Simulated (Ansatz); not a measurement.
# What Cd → Zn does to CdS

The reference is CdS in the zinc blende structure (space group F-43m, No. 216; a = 5.8243 Å).

Perturbation: Zn takes the place of Cd on all its sites, then cell and atoms are relaxed.

Method: PBEsol (Ansatz, a first-principles code, PAW, without spin-orbit coupling). Settings: 11×11×11 k-points, 0.05 eV Fermi–Dirac smearing, for the changed cell.

```csv
quantity,base,changed,shift
volume per atom,24.70 Å³,19.21 Å³,-5.49 Å³
density,4.86 g/cm³,4.21 g/cm³,-0.644 g/cm³
space group,F-43m (No. 216),F-43m (No. 216),–
shortest interatomic distance,2.522 Å,2.319 Å,-0.203 Å
band gap,1.01 eV,2.09 eV,+1.073 eV
gap character,direct at Γ,direct at Γ,–
width of the top valence band,2.24 eV,2.86 eV,+0.62 eV
electron mass,0.11 mₑ (at Γ),0.17 mₑ (at Γ),–
"hole mass (degenerate bands, along [100])","0.12, 0.75, 0.75 mₑ (at Γ)","0.18, 0.68, 0.68 mₑ (at Γ)",–
```

Effective masses come from finite differences of ±0.01 Å⁻¹. No phonon test of stability was made.
